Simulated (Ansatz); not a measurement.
**ZnCu2SnSe4: uniaxial strain ε_yy = +0.30 %**

Consider ZnCu₂SnSe₄ (space group I-4, No. 82; a = 5.699 Å, c = 11.382 Å). Axes: x, y, z lie along a, b, c of the conventional cell.

One thing is altered: uniaxial strain ε_yy = +0.30 %, all other strain components held at zero, atoms relaxed at fixed cell.

Level of theory: r2SCAN (Ansatz, a first-principles code, PAW, scalar-relativistic without spin-orbit coupling). Settings: 8×8×8 k-points, 0.05 eV Fermi–Dirac smearing.

| quantity | base | changed | shift |
|---|---|---|---|
| volume per atom | 23.11 Å³ | 23.18 Å³ | +0.07 Å³ |
| space group | I-4 (No. 82) | C2 (No. 5) | – |
| energy relative to the base (free energy F) | 0 meV/atom | +0.1 meV/atom | +0.1 meV/atom |
| pressure (mean of the normal stresses, compression positive) | 0.00 GPa | -0.19 GPa | -0.19 GPa |
| band gap (uncertain: the Fermi level lies in a band; both cells) | 0.08 eV | 0.07 eV | -0.01 eV |
| stress (xx, yy, zz, yz, xz, xy; compression positive) | – | (-0.16, -0.26, -0.15, 0.00, 0.00, 0.00) GPa | – |

Cost of the whole job for the changed cell (relaxation, final SCF and bands): around 26 core-minutes (rough).

Stability against distortions was not tested. The final runs are not spin-polarised. The zero or small gap of ZnCu2SnSe4 can change with the level of theory.
